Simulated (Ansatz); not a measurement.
Band structure of FeGe (P2_13, 8 atoms in the cell).

```
FeGe
1.0
    4.78655     0.00000     0.00000
    0.00000     4.78655     0.00000
    0.00000     0.00000     4.78655
Fe Ge
4 4
Direct
  0.13476   0.13476   0.13476
  0.36524   0.86524   0.63476
  0.63476   0.36524   0.86524
  0.86524   0.63476   0.36524
  0.84497   0.84497   0.84497
  0.65503   0.15503   0.34497
  0.34497   0.65503   0.15503
  0.15503   0.34497   0.65503
```
Moments meant for the start (each program seeds them in its own way; μB, in the order of the atoms Fe Fe Fe Fe Ge Ge Ge Ge): 4.0 4.0 4.0 4.0 0.0 0.0 0.0 0.0.

Method: PBE, PAW files (plane waves; Ansatz, an electronic-structure program).

Settings: kpoints.mp_grid.grid = 3 3 3; hamiltonian.xc = pbe; hamiltonian.pseudopotentials = {kind: paw} (an earlier, softer set of the program's PAW files); magnetization.spin_polarized = true; scf.occupations.method = gaussian; scf.occupations.width = 0.2 eV; kpoints.band_path.npoints = 8.

The starting cell comes from a database of computed structures (which also holds hypothetical and non-ambient phases and stackings), without a prior relaxation at this level. Its lattice was rescaled by a random factor within 2.5 % of one. The magnetic order is the one reached from the typed start; others were not searched systematically.

Levels in eV from the Fermi level, bands 59 to 66 of the first spin channel:
```
point     59     60     61     62     63     64    65    66
-----  -----  -----  -----  -----  -----  -----  ----  ----
Γ      -1.00  -1.00  -0.56  -0.56  -0.56   1.37  1.37  1.37
X      -0.94  -0.94  -0.78  -0.78   0.50   0.50  0.58  0.58
M      -1.20  -1.20  -0.32  -0.32  -0.11  -0.11  1.05  1.05
R      -1.23  -1.23  -0.63  -0.63  -0.63  -0.63  3.81  3.81
```

Bands cross the Fermi level along this path, so the cell is metallic at this level.

The net moment of the cell came out as 4.99 μB.

Keys are those of Ansatz 0.2.
